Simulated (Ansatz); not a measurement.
Structures of equal composition on the (0001) surface of wurtzite ZnO (Zn plane on top): 2x2 Al adatom at H3; 2x2 Al adatom at T4. The slabs share one bottom face, and each structure is named by its start. These are constructed structures in small cells; real faces may alloy, dewet or reconstruct in larger ones, and not all known structures of the face are among them. Slabs of about 14 Å, Fermi-Dirac smearing of 0.025 eV. Bottom of the slabs: H caps. Relaxed from the named starts with such symmetry as they have, on meshes of like density; energies extrapolated to zero smearing; spin only where a row says so; no spin-orbit coupling, no U. Brackets mark spin-polarised runs, whose order is one that fits the cell. Where a second, spin-polarised start was run, the lower counts.

Method: PBE (plane waves to 420 eV, PAW; Ansatz, a program for electronic structure).

### Question
Order them by energy per 1x1 cell (lowest first) at the level PBE.

### Answer
2x2 Al adatom at T4 (0.000 eV (1 Al–O bonds formed; 1 O–Zn bonds broke) [spin, 0.8 μB a cell], no gap on the mesh), 2x2 Al adatom at H3 (0.116 eV [spin start, no net moment], no gap on the mesh)
